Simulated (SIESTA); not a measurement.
## Worked example: self-consistent single point of TiNi (Pm-3m, 2 atoms in the cell) in SIESTA

Method: LDA PW92, numerical atomic orbitals DZP, PseudoDojo LDA standard norm-conserving potentials (rewritten from UPF to PSML) (SIESTA 5.4.2).

Input:

```
# files in the folder: Ti.psml Ni.psml (PseudoDojo LDA standard)
SystemName  TiNi
SystemLabel tini

NumberOfAtoms                2
NumberOfSpecies              2
%block ChemicalSpeciesLabel
  1 22 Ti
  2 28 Ni
%endblock ChemicalSpeciesLabel
LatticeConstant              2.960879 Ang
%block LatticeVectors
     1.000000000    0.000000000    0.000000000
     0.000000000    1.000000000    0.000000000
     0.000000000    0.000000000    1.000000000
%endblock LatticeVectors
AtomicCoordinatesFormat      Bohr
%block AtomicCoordinatesAndAtomicSpecies
     2.797625199    2.797625199    2.797625199  1
     0.000000000    0.000000000    0.000000000  2
%endblock AtomicCoordinatesAndAtomicSpecies

XC.functional                LDA
XC.authors                   PW92
PAO.BasisSize                DZP
PAO.EnergyShift              0.01 Ry
MeshCutoff                   300 Ry
%block kgrid.MonkhorstPack
    9   0   0  0.0
    0   9   0  0.0
    0   0   9  0.0
%endblock kgrid.MonkhorstPack
OccupationFunction           MP
OccupationMPOrder            0
ElectronicTemperature        0.1 eV

MaxSCFIterations             150
SCF.Mixer.Method             Pulay
SCF.Mixer.Weight             0.25
SCF.Mixer.History            6
SCF.DM.Tolerance             1.0E-04
Diag.ParallelOverK           true
WriteForces                  true
```

The program printed (abridged):

```
reinit: Reading from file input.fdf

reinit: System Name: TiNi
reinit: System Label: tini

coor:   Atomic-coordinates input format  =     Cartesian coordinates
coor:                                            (in Bohr units)

siesta: Atomic coordinates (Bohr) and species
siesta:      2.79763   2.79763   2.79763  1        1
siesta:      0.00000   0.00000   0.00000  2        2

siesta: System type = bulk

initatomlists: Number of atoms, orbitals, and projectors:      2    38    36

siesta: ******************** Simulation parameters ****************************
redata: Spin configuration                          = none
redata: Time-Reversal Symmetry                      = T
redata: Number of Atomic Species                    =        2
redata: Mesh Cutoff                                 =   300.0000 Ry
redata: Net charge of the system                    =     0.0000 |e|
redata: Min. number of SCF Iter                     =        0
redata: Max. number of SCF Iter                     =      150
redata: SCF convergence failure will abort job
redata: SCF mix quantity                            = Hamiltonian
redata: Mix DM or H after convergence               =   F
redata: Recompute H after scf cycle                 =   F
redata: Mix DM in first SCF step                    =   T
redata: No kicks to SCF
redata: DM Mixing Weight for Kicks                  =     0.5000
redata: Require Harris convergence for SCF          =   F
redata: Harris energy tolerance for SCF             =     0.000100 eV
redata: Require DM convergence for SCF              =   T
redata: DM tolerance for SCF                        =     0.000100
redata: Require EDM convergence for SCF             =   F
redata: EDM tolerance for SCF                       =     0.001000 eV
redata: Require H convergence for SCF               =   T
redata: Hamiltonian tolerance for SCF               =     0.001000 eV
redata: Require (free) Energy convergence for SCF   =   F
redata: (free) Energy tolerance for SCF             =     0.000100 eV
redata: Using DFT-D3 dispersion                     =   F
redata: Using Saved Data (generic)                  =   F
redata: Method of Calculation                       = Diagonalization
redata: Electronic Temperature                      =  1160.4518 K
redata: Number of TDED substeps                     =        3
redata: Dynamics option                             = Single-point calculation
redata: Save all siesta data in one NC              =   F
redata: ***********************************************************************

%block SCF.Mixers
  Pulay
%endblock SCF.Mixers

%block SCF.Mixer.Pulay
  # Mixing method
  method pulay
  variant stable

  # Mixing options
  weight 0.2500
  weight.linear 0.2500
  history 6
%endblock SCF.Mixer.Pulay

DM_history_depth set to one: no extrapolation allowed by default for geometry relaxation
Size of DM history Fstack: 1
Total number of electrons:    30.000000
Total ionic charge:    30.000000

* ProcessorY, Blocksize:    1  39

* Orbital distribution balance (max,min):    38    38

 Kpoints in:          405 . Kpoints trimmed:          365

siesta: k-grid: Number of k-points = 365
siesta: k-points from Monkhorst-Pack grid
siesta: k-cutoff (effective) =    13.324 Ang
siesta: k-point supercell and displacements
siesta: k-grid:     9     0     0      0.000
siesta: k-grid:     0     9     0      0.000
siesta: k-grid:     0     0     9      0.000

diag: Algorithm                                     = D&C
diag: Parallel over k                               =   F
diag: Use parallel 2D distribution                  =   F
diag: Parallel block-size                           = 39
diag: Parallel distribution                         =     1 x     1
diag: Used triangular part                          = Lower
diag: Absolute tolerance                            =  0.100E-15
diag: Orthogonalization factor                      =  0.100E-05
diag: Memory factor                                 =  1.0000

superc: Internal auxiliary supercell:     7 x     7 x     7  =     343
superc: Number of atoms, orbitals, and projectors:    686  13034  12348

                        Single-point calculation

superc: Internal auxiliary supercell:     7 x     7 x     7  =     343
superc: Number of atoms, orbitals, and projectors:    686  13034  12348

outcell: Unit cell vectors (Ang):
        2.960879    0.000000    0.000000
        0.000000    2.960879    0.000000
        0.000000    0.000000    2.960879

outcell: Cell vector modules (Ang)   :    2.960879    2.960879    2.960879
outcell: Cell angles (23,13,12) (deg):     90.0000     90.0000     90.0000
outcell: Cell volume (Ang**3)        :     25.9574
new_DM -- step:     1
Initializing Density Matrix...

Attempting to read DM from file... Failed...
DM filled with atomic data:

InitMesh: MESH = 32 x 32 x 32 = 32768
InitMesh: Mesh cutoff (required, used) =   300.000   322.820 Ry

stepf: Methfessel-Paxton step function
       Using Hermite-Gauss polynomials of order  0

        iscf     Eharris(eV)        E_KS(eV)     FreeEng(eV)     dDmax    Ef(eV) dHmax(eV)
   scf:    1    -6066.245515    -6143.043450    -6143.072831  1.141052 -2.901280 38.085688
   scf:    2    -6049.582607    -6148.512718    -6148.522033  1.145574 -4.667128 31.485414
   scf:    3    -6184.788782    -6170.135084    -6170.148321  0.286940 -4.723994 12.062370
   scf:    4    -4949.925722    -5789.473112    -5789.505348  1.503957 -3.726726103.791270
   scf:    5    -6053.173177    -6166.073664    -6166.085394  1.470973 -4.811555 17.348151
   scf:    6    -6179.480086    -6174.327410    -6174.347995  0.168619 -4.886056  6.541134
   [... 11 lines left out ...]
   scf:   18    -6175.968843    -6175.968819    -6175.987642  0.000669 -5.048762  0.002604
   scf:   19    -6175.968812    -6175.968816    -6175.987642  0.000130 -5.048839  0.003422
   scf:   20    -6175.968803    -6175.968812    -6175.987640  0.000172 -5.048859  0.008249
   scf:   21    -6175.968817    -6175.968815    -6175.987643  0.000104 -5.048894  0.000053
   scf:   22    -6175.968815    -6175.968815    -6175.987643  0.000001 -5.048893  0.000028

SCF Convergence by DM+H criterion
max |DM_out - DM_in|         :     0.0000006368
max |H_out - H_in|      (eV) :     0.0000283243
SCF cycle converged after 22 iterations

Using DM_out to compute the final energy and forces

siesta: E_KS(eV) =            -6175.9688

siesta: E_KS - E_eggbox =     -6175.9688

siesta: Atomic forces (eV/Ang):
     1   -0.000000   -0.000000   -0.000000
     2   -0.000000   -0.000000   -0.000000
   Tot   -0.000000   -0.000000   -0.000000
   Max    0.000000
   Res    0.000000    sqrt( Sum f_i^2 / 3N )
   Max    0.000000    constrained

Stress tensor Voigt[x,y,z,yz,xz,xy] (kbar):      120.75      120.75      120.75       -0.00       -0.00       -0.00
(Free)E + p*V (eV/cell)    -6177.9439
Target enthalpy (eV/cell)    -6175.9876

siesta: Program's energy decomposition (eV):
siesta: Ebs     =     -1086.698731
siesta: Eions   =      8168.702055
siesta: Ena     =       685.658776
siesta: Ekin    =      2788.380791
siesta: Enl     =      -721.565680
siesta: Eso     =         0.000000
siesta: Edftu   =         0.000000
siesta: DEna    =        50.651409
siesta: DUscf   =         1.241857
siesta: DUext   =         0.000000
siesta: Ex      =      -746.418880
siesta: Ec      =       -65.215033
siesta: Exc     =      -811.633913
siesta: Eharris =     -6175.968815
siesta: Etot    =     -6175.968815
siesta: FreeEng =     -6175.987643

siesta: Stress tensor (static) (eV/Ang**3):
siesta:     0.075366   -0.000000   -0.000000
siesta:    -0.000000    0.075366   -0.000000
siesta:    -0.000000   -0.000000    0.075366

siesta: Cell volume =         25.957447 Ang**3

siesta: Pressure (static):
siesta:                Solid            Molecule  Units
siesta:          -0.00082084         -0.00082084  Ry/Bohr**3
siesta:          -0.07536562         -0.07536561  eV/Ang**3
siesta:        -120.74902929       -120.74902674  kBar
```

The run converged in 22 iterations.

The starting cell comes from a database of computed structures (which also holds hypothetical and non-ambient phases and stackings), without a prior relaxation at this level. Its lattice was rescaled by a random factor within 2.5 % of one. Spin polarisation is off. Values carry the incompleteness of an atom-centred basis. With a pressure of about -12 GPa the cell is away from its equilibrium volume at this level.

Cost on one core of a shared machine: roughly 70 s.
